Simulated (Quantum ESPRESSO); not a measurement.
Quantum ESPRESSO is run on BaBPd4 (Pnma, 24 atoms in the cell), and the run fails. The aim is a self-consistent single point with DFT, LDA (PZ), plane waves, GBRV 1.5 ultrasoft (LDA) pseudopotentials.

Input:

```fortran
&control
   calculation = 'scf'
   prefix = 'pwscf'
   outdir = './work'
   pseudo_dir = './'
   tprnfor = .true.
   tstress = .true.
/
&system
   ibrav = 0
   nat = 24
   ntyp = 3
   ecutwfc = 40
   ecutrho = 320
   occupations = 'smearing'
   smearing = 'methfessel-paxton'
/
&electrons
   conv_thr = 1.0e-11
   mixing_beta = 0.4
/
ATOMIC_SPECIES
Ba   137.3270  ba_lda_v1.uspp.F.UPF
B     10.8100  b_lda_v1.4.uspp.F.UPF
Pd   106.4200  pd_lda_v1.4.uspp.F.UPF
CELL_PARAMETERS angstrom
   6.2596870000     0.0000000000     0.0000000000
   0.0000000000     5.7095120000     0.0000000000
   0.0000000000     0.0000000000    12.1518240000
ATOMIC_POSITIONS angstrom
Ba    1.1609841479    1.4273780000    4.0802179445
Ba    5.0987028521    4.2821340000    8.0716060555
Ba    1.9688593521    4.2821340000   10.1561299445
Ba    4.2908276479    1.4273780000    1.9956940555
B     0.6211487410    1.4273780000   11.5258835458
B     5.6385382590    4.2821340000    0.6259404542
B     2.5086947590    4.2821340000    5.4499715458
B     3.7509922410    1.4273780000    6.7018524542
Pd    0.6919458010    1.4273780000    9.3352742333
Pd    5.5677411990    4.2821340000    2.8165497667
Pd    2.4378976990    4.2821340000    3.2593622333
Pd    3.8217893010    1.4273780000    8.8924617667
Pd    2.7322907786    1.4273780000   11.4341372746
Pd    3.5273962214    4.2821340000    0.7176867254
Pd    0.3975527214    4.2821340000    5.3582252746
Pd    5.8621342786    1.4273780000    6.7935987254
Pd    2.0951798358    0.0341999769    7.0675008384
Pd    4.1645071642    5.6753120231    5.0843231616
Pd    1.0346636642    5.6753120231    0.9915888384
Pd    5.2250233358    0.0341999769   11.1602351616
Pd    5.2250233358    2.8205560231   11.1602351616
Pd    1.0346636642    2.8889559769    0.9915888384
Pd    4.1645071642    2.8889559769    5.0843231616
Pd    2.0951798358    2.8205560231    7.0675008384
K_POINTS automatic
3 3 2  1 1 1
```

The program printed (abridged):

```
 %%%%%%%%%%%%%%%%%%%%%%%%%%%%%%%%%%%%%%%%%%%%%%%%%%%%%%%%%%%%%%%%%%%%%%%%%%%%%%
     Error in routine  set_occupations (1):
      smearing requires a value for gaussian broadening (degauss)
 %%%%%%%%%%%%%%%%%%%%%%%%%%%%%%%%%%%%%%%%%%%%%%%%%%%%%%%%%%%%%%%%%%%%%%%%%%%%%%

     stopping ...
```

Problem. From the messages shown, name the fault and mend the input.

Solution. The fault is smearing without a width. A smearing function needs a non-zero width. To fix it, give the width. The program stopped before any SCF iteration.

An input that runs soundly differs in these lines (not the only fix; some lines may just follow from the change or write a value another way):
```diff
+   degauss = 0.0036749
```

With that input, the run converged in 17 iterations: free energy E − TS -47463.2528 eV; Fermi level (on the code's own zero) 13.79 eV; pressure -10.49 GPa; largest force (vector length) 0.393 eV/Å (DFT, LDA (PZ), plane waves, GBRV 1.5 ultrasoft (LDA) pseudopotentials).

On the sound input: the starting cell comes from a database of computed structures (which also holds hypothetical and non-ambient phases and stackings), without a prior relaxation at this level. Its lattice was rescaled by a random factor within 2.5 % of one. Spin polarisation is off. With a pressure of about -10 GPa the cell is away from its equilibrium volume at this level. Without a gap this mesh is coarse (it stands for a supercell whose shortest vector is 17 Å).
